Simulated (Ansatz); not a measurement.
WSe2: energy against volume

WSe2 (2H layered, P6_3/mmc, 18.695 Å³/atom and stress up to 0.01 GPa in the relaxed cell, c along z) under hydrostatic pressure, with the cell free. PBEsol-D3(BJ) in Ansatz, a plane-wave DFT program (PAW, default set), 420 eV, 12×12×3 Γ-centred mesh, Fermi-Dirac smearing 0.05 eV; ions are relaxed, or left where forces stay under 0.02 eV/Å, within the symmetry of each cell. Against the start cell, which lies near the measured one, the relaxed cell differs by -7.1 % in volume and -4.2 % in c; the values below rest on it.

Here V stands for volume and E for E less E0.

| volume (Å³/atom) | E less E0 (meV/atom) | pressure (GPa) |
|---|---|---|
| 19.3485 | 4.35 | -2.00 |
| 18.9889 | 0.94 | -1.00 |
| 18.6950 | 0.00 | 0.00 |
| 18.6169 | 0.07 | 0.30 |
| 18.5152 | 0.39 | 0.70 |
| 18.3279 | 1.67 | 1.50 |
| 18.0167 | 6.01 | 3.00 |
| 17.6621 | ? | ? |

Q: Using the third-order Birch-Murnaghan form, a cubic in V^(-2/3), estimate the missing E at V = 17.6621 from the other rows, showing the fit.

A: With u = V^(-2/3) - 0.1423, the rows have u = -0.0035493, -0.0018031, -0.0003344, 0.0000623, 0.0005832, 0.0015550, 0.0032068. Least squares gives E = 0.053 + 307.0·u + 457040·u² + 8282894·u³. Residuals (row less fit): -0.001, 0.003, -0.001, -0.004, 0.001, 0.003, -0.001; standard error 0.004 (degrees of freedom: 3). Its minimum lies at u = -0.0003390, so V0 = (0.1419610)^(-3/2) = 18.70. There d²E/du² = 897200 and d³E/du³ = 4.970e7, so B0 = (4/9) × 18.70^(-7/3) × 897200 × 0.160218 = 68.9 GPa (the last factor turns the table's units into GPa), and B0' = 4 + (2/3) × 0.1419610 × (4.970e7)/897200 = 9.2. B0' rests on the cubic coefficient alone and has a standard error of 0.1 from these residuals. At the withheld row, u = 0.0051478, so E = 0.053 + 307.0 × 0.0051478 + 457040 × 0.0051478² + 8282894 × 0.0051478³ = 14.875 meV/atom. The calculation gives 14.82 meV/atom, 0.055 meV/atom below the prediction (0.4 % of the range of E in the table). The row lies outside the fitted rows, so this is an extrapolation. The scatter of the fitted rows lies at the last printed digit.

Spin-orbit coupling is left out, which can shift these values for the heavy elements here. Other structures, which can take over under pressure, weren't tried. The same form fitted to the pressure column gives B0' = 9.2; series where the two differ by over 0.4 aren't shown. Rows are the converged runs of the series near zero and its far end, less any whose ions stayed unrelaxed beside relaxed ones; series whose fitted rows scatter by over a few per cent of the range, as at a crossing or softening among them, aren't shown in this form.
